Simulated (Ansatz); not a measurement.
Here is the system:

```yaml
crystal:
  lattice:
    - [2.69469, 0.00000, 0.00000]
    - [1.34735, 2.33367, 0.00000]
    - [0.00000, 0.00000, 4.31713]
  atoms:
    - { symbol: Ru, position: [0.66667, 0.66667, 0.75000] }
    - { symbol: Ru, position: [0.33333, 0.33333, 0.25000] }
```

No spin polarisation.

Method: PBE/PAW in Ansatz (an electronic-structure program), scalar-relativistic without spin-orbit coupling. Settings: 24×24×14 k-points, 0.1 eV Fermi–Dirac smearing.

### Question
What mean in-plane stress (compression positive) does the calculation give?

### Answer
+6.9 GPa.

### Question
What is the computed band gap?

### Answer
Zero.

The cells carry an imposed strain or load. Whether these cells are dynamically stable was not tested. All final runs are without spin polarisation. The cell was made from Ru in the hcp (Mg type) structure (space group P6_3/mmc, No. 194) by this change: biaxial strain −1.00 %, plane normal [001], relaxed out of plane.
